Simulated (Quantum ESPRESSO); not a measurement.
Several settings converged on a (001) slab of Te (cut from a parent of space group no. 152; 3 atoms in the cell)

```
Te
1.0
    4.43770     0.00000     0.00000
   -2.21885     3.84316     0.00000
    0.00000     0.00000    17.93360
Te
3
Cartesian
 -0.58356   1.01075   8.96680
  1.63529   2.83241  10.93359
  1.16712   0.00000   7.00000
```

Base method: LDA (PZ), GBRV 1.5 ultrasoft (LDA) pseudopotentials (plane waves; Quantum ESPRESSO).

Base settings: ecutwfc = 40 Ry; ecutrho = 200 Ry; occupations = smearing; smearing = fermi-dirac; degauss = 0.00147 Ry; potentials = {Te: te_lda_v1.uspp.F.UPF}; K_POINTS = automatic 3 3 1 0 0 0; conv_thr = 1e-09 Ry; mixing_beta = 0.3.

The count of work is k-points × plane waves × bands × iterations; it is no time. Core times come from one kind of shared machine, to one figure; runs under 30 s give none.

**The vacuum**

The mesh stays at the base's, so the ladder's end is converged at best in this setting alone.

Only quantities that move along the ladder and can be compared are tabulated.

```csv
vacuum between outermost atoms (Å),free energy less the last step's (meV/atom),largest difference of a force vector from the last step's (eV/Å),count of work / last
3.0,-218.00,0.906,0.21
4.0,-43.34,0.193,0.23
5.0,-5.29,0.038,0.26
6.0,0.69,0.007,0.29
7.0,0.72,0.002,0.32
8.0,0.29,0.001,0.35
10.0,0.04,0.000,0.41
12.0,0.01,0.000,0.47
14.0,0.00,0.000,0.53
17.0,0.01,0.000,0.62
20.0,-0.01,0.000,0.71
25.0,0.00,0.000,0.85
30.0,0.00,0.000,1.0
```

Smallest vacuum between outermost atoms (Å) that holds the free energy within 1 meV/atom of the last step, with all finer ones: 6.0, at 0.29 of the last step's count of work; the step before is off by 5.3 meV/atom.

Smallest vacuum between outermost atoms (Å) that holds the forces within 0.01 eV/Å of the last step, with all finer ones: 6.0, at 0.29 of the last step's count of work; the step before is off by 0.038 eV/Å.

**The k-point mesh**

Only quantities that move along the ladder and can be compared are tabulated.

| K_POINTS | free energy less the last step's (meV/atom) | largest difference of a force vector from the last step's (eV/Å) | count of work / last | core time / last (rough) |
|---|---|---|---|---|
| automatic 2 2 1 0 0 0 | 154.37 | 0.630 | 0.041 | – |
| automatic 3 3 1 0 0 0 | -14.65 | 0.099 | 0.055 | 0.2 |
| automatic 4 4 1 0 0 0 | 4.33 | 0.164 | 0.096 | 0.2 |
| automatic 5 5 1 0 0 0 | 7.01 | 0.118 | 0.12 | 0.2 |
| automatic 6 6 1 0 0 0 | 4.13 | 0.063 | 0.18 | 0.2 |
| automatic 7 7 1 0 0 0 | 1.83 | 0.027 | 0.22 | 0.3 |
| automatic 9 9 1 0 0 0 | 0.40 | 0.004 | 0.37 | 0.5 |
| automatic 10 10 1 0 0 0 | 0.27 | 0.003 | 0.46 | 0.5 |
| automatic 12 12 1 0 0 0 | 0.18 | 0.003 | 0.64 | 0.7 |
| automatic 14 14 1 0 0 0 | 0.08 | 0.002 | 0.78 | 0.8 |
| automatic 16 16 1 0 0 0 | 0.00 | 0.000 | 1.0 | 1 |

Coarsest K_POINTS that holds the forces within 0.02 eV/Å of the last step, with all finer ones: automatic 9 9 1 0 0 0, at 0.37 of the last step's count of work; the step before is off by 0.027 eV/Å.

Coarsest K_POINTS that holds the free energy within 5 meV/atom of the last step, with all finer ones: automatic 6 6 1 0 0 0, at 0.18 of the last step's count of work and about 0.2 of the last step's time; the step before is off by 7.0 meV/atom.

**The plane-wave cutoff**

Moved along: ecutrho.

The mesh stays at the base's, so the ladder's end is converged at best in this setting alone.

Only quantities that move along the ladder and can be compared are tabulated.

```csv
ecutwfc,free energy less the last step's (meV/atom),count of work / last,core time / last (rough)
20 Ry,4.06,0.13,–
24 Ry,1.39,0.17,–
28 Ry,0.69,0.21,–
34 Ry,0.36,0.28,–
40 Ry,0.27,0.35,0.4
48 Ry,0.17,0.47,0.5
60 Ry,0.05,0.65,0.7
80 Ry,0.00,1.0,1
```

Coarsest ecutwfc that holds the free energy within 2 meV/atom of the last step, with all finer ones: 24 Ry, at 0.17 of the last step's count of work; the step before is off by 4.1 meV/atom.

On the base run: the starting cell has typed, rounded lattice constants, without a prior relaxation at this level. The slab is cut from that crystal, and its faces are unrelaxed. Its lattice was rescaled by up to half a per cent. Spin polarisation is off, though cut faces can carry moments; a gap of a slab can lie between surface states. In the base run, forces exceed 1 eV/Å.

Left out of this page: 1 run of the series outside the window shown, repeating another row's setting, or not comparable.
